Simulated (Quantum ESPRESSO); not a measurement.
A user runs Quantum ESPRESSO on In3Pd5 (Pbam, 16 atoms in the cell) and asks whether the run is sound. The aim is a self-consistent single point with DFT, PBEsol, plane waves, GBRV 1.5 ultrasoft (PBESOL) pseudopotentials.

Cell that was meant: a = 5.6831 Å, b = 11.2146 Å, c = 4.2229 Å, α = 90.00°, β = 90.00°, γ = 90.00°.

Part of the input:

```fortran
   ecutrho = 320
   occupations = 'smearing'
   smearing = 'fermi-dirac'
   degauss = 0.1
/
&electrons
   conv_thr = 1.0d-10
```

The program printed (abridged):

```
     Message from routine setup:
     using ibrav=0 with symmetry is DISCOURAGED, use correct ibrav instead
     G-vector sticks info
   [... lines left out ...]
        k(   10) = (   0.3333333  -0.2533809   0.0000000), wk =   0.1666667
        k(   11) = (   0.3333333  -0.2533809   0.3364461), wk =   0.3333333
        k(   12) = (   0.3333333  -0.2533809  -0.6728922), wk =   0.1666667

     Dense  grid:   175581 G-vectors     FFT dimensions: (  64, 128,  45)

     Smooth grid:    62051 G-vectors     FFT dimensions: (  48,  90,  36)

     Initial potential from superposition of free atoms

     starting charge     223.9999, renormalised to     238.0000

     negative rho (up, down):  7.962E-01 0.000E+00
     Self-consistent Calculation

     iteration #  1     ecut=    40.00 Ry     beta= 0.70

     negative rho (up, down):  7.487E-01 0.000E+00

     total energy              =   -2757.21173881 Ry
     estimated scf accuracy    <      56.80471767 Ry

     iteration #  2     ecut=    40.00 Ry     beta= 0.70

     negative rho (up, down):  7.815E-01 0.000E+00

     total energy              =   -2774.44965502 Ry
     estimated scf accuracy    <      89.65131760 Ry

     iteration #  3     ecut=    40.00 Ry     beta= 0.70

     negative rho (up, down):  7.833E-01 0.000E+00

     total energy              =   -2787.50865484 Ry
     estimated scf accuracy    <       2.53745749 Ry

   [... 9 blocks of this kind left out ...]

     iteration # 13     ecut=    40.00 Ry     beta= 0.70

     negative rho (up, down):  7.830E-01 0.000E+00

     total energy              =   -2787.99218734 Ry
     estimated scf accuracy    <          3.4E-10 Ry

     iteration # 14     ecut=    40.00 Ry     beta= 0.70

     negative rho (up, down):  7.830E-01 0.000E+00
     End of self-consistent calculation

   [... 15 lines left out ...]

   [... 15 lines left out ...]

     the Fermi energy is    17.2887 ev

!    total energy              =   -2787.99218736 Ry
     estimated scf accuracy    <          2.9E-11 Ry
     smearing contrib. (-TS)   =      -3.90103441 Ry
     internal energy E=F+TS    =   -2784.09115295 Ry

     convergence has been achieved in  14 iterations

     negative rho (up, down):  7.830E-01 0.000E+00

     Forces acting on atoms (cartesian axes, Ry/au):

     atom    1 type  1   force =    -0.00814799    0.00748179    0.00000000
     atom    2 type  1   force =     0.00814799   -0.00748179    0.00000000
     atom    3 type  1   force =    -0.00814799   -0.00748179   -0.00000000
   [... lines left out ...]
     Total force =     0.042866     Total SCF correction =     0.000038
   [... lines left out ...]

     negative rho (up, down):  7.830E-01 0.000E+00
          total   stress  (Ry/bohr**3)                   (kbar)     P=      138.63
   0.00091084   0.00000000   0.00000000          133.99        0.00        0.00
   0.00000000   0.00093999   0.00000000            0.00      138.28        0.00
   0.00000000   0.00000000   0.00097642            0.00        0.00      143.64

   JOB DONE.
```

**Question.** Can these results be used? Check the input.

**Answer.** The run is not sound. The fault is an energy in the wrong unit. A bare number is read in the key's own unit, and eV, Ry (13.6 eV) and Ha (27.2 eV) lie far apart, so the setting ends up far from the one that was meant. To fix it, convert the value to the unit that the key expects. The run converged in 14 iterations without an error; against the sound input the free energy falls by 1.56 eV/atom, the pressure goes from -4.44 to 13.86 GPa and the largest force goes from 0.052 to 0.400 eV/Å.

The sound input it was made from differs as follows (other fixes are possible):
```diff
-   degauss = 0.1
+   degauss = 0.0073499
```

With that input, the run converged in 14 iterations: free energy E − TS -37907.6104 eV; Fermi level (on the code's own zero) 16.54 eV; pressure -4.44 GPa; largest force (vector length) 0.052 eV/Å (DFT, PBEsol, plane waves, GBRV 1.5 ultrasoft (PBESOL) pseudopotentials).

On the sound input: the starting cell comes from a database of computed structures (which also holds hypothetical and non-ambient phases and stackings), without a prior relaxation at this level. Spin polarisation is off. With a pressure of about -4 GPa the cell is away from its equilibrium volume at this level. Without a gap this mesh is coarse (it stands for a supercell whose shortest vector is 17 Å).
